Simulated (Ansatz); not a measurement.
# Lattice parameter a of RuAs (model structure, started from the WC type, P-6m2, No. 187, 2 atoms in the cell) at several levels of theory

No measured value is used here.

| level (code) | value (Å) |
|---|---|
| LDA (Ansatz) | 3.051 |
| PBEsol (Ansatz) | 3.066 |
| r²SCAN (Ansatz) | 3.144 |
| r²SCAN+rVV10 (Ansatz) | 3.124 |

LDA, PBEsol, r²SCAN, r²SCAN+rVV10: the run has no spin polarisation, so it can have missed a magnetic state. Cutoffs differ between the levels. Ansatz's density-functional and Hartree–Fock values are scalar-relativistic unless marked +SOC, with PAW data made under PBE.

A model structure was made by putting elements into a prototype or built by hand; it is no filed structure, need not be a known phase, and can be a saddle point held by its symmetry.

Ansatz is a program for electronic structure.
